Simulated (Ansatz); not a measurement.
# CdSe (model structure, started from the PtS type, P4₂/mmc, No. 131, 4 atoms in the cell): properties by level of theory

```csv
level (code),equilibrium lattice constant a (Å),lattice parameter c (Å),formation enthalpy (eV/atom)
PBE (Ansatz),4.093,7.356,-0.323
PBEsol (Ansatz),4.001,7.248,-0.244
PBE-D3(BJ) (Ansatz),4.002,7.329,-0.238
```

Ansatz's density-functional and Hartree–Fock values are scalar-relativistic unless marked +SOC, with PAW data made under PBE.

A model structure was made by putting elements into a prototype or built by hand; it is no filed structure, need not be a known phase, and can be a saddle point held by its symmetry.

Ansatz is a program for electronic structure.
